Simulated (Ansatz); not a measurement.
The starting structures come from a database of crystals and need not be the phases stable at ambient conditions.

The decay constant κ of evanescent states in the gap governs leakage through a thin film.

Here is the system:

```
CELL_PARAMETERS angstrom
      5.76315     0.00000     0.00000
      2.88157     9.43598     0.00000
      2.88158     0.87998     4.91285
ATOMIC_POSITIONS crystal
  K  0.20773 0.37681 0.20773
  K  0.79227 0.62319 0.79227
  K  0.38868 0.83395 0.38868
  K  0.61132 0.16605 0.61132
  Hg 0.00000 0.00000 0.00000
  As 0.91057 0.26830 0.91057
  As 0.08943 0.73170 0.08943
```

Space group of this cell: R-3m. The cell is taken as given.

Transport runs along the normal of the first two printed cell vectors, the (101) plane of the conventional cell.

The gap is the functional's own. No spin-orbit coupling. Mid-gap values are interpolated on the energy grid.

### Question
Estimate the band gap and the smallest decay constant κ at mid-gap that r2SCAN (Ansatz, a first-principles code) returns for this system.

### Answer
Gap 1.09 eV on a 6×6×6 mesh; κ = 0.182 1/Å, at the zone centre.
